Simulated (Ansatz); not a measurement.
The reference is MoS$_{2}$ in the 2H-MoS2 type structure (space group P6_3/mmc, No. 194; a = 3.1732 Å, c = 12.4370 Å; layered, stacked along the Cartesian z axis). Axes: x lies along a and z along c of the hexagonal cell.

Levels (all Ansatz, a program for electronic structure, PAW, earlier PAW set): r2SCAN+rVV10 (500 eV, no spin-orbit coupling); HSE06 (420 eV, no spin-orbit coupling).

Its gap is 1.01 eV with r2SCAN+rVV10 and 1.47 eV with HSE06.

Modification: biaxial strain −3.04 %, plane normal [001], relaxed out of plane (Cartesian); in-plane vectors clamped, the third vector and the atoms free.

With r2SCAN+rVV10 the gap becomes 1.16 eV.

Task: If the HSE06 correction stayed the same, what would the HSE06 gap be, and what does the HSE06 run give?

Result: A rigid correction of +0.46 eV gives 1.62 eV. The HSE06 run gives 1.64 eV, so the two effects roughly add.

Single points use the geometry relaxed with r2SCAN+rVV10. HSE06 was sampled on its mesh, a few special points and the semilocal edge points, so its gap is an upper bound. Stability against distortions was not tested.
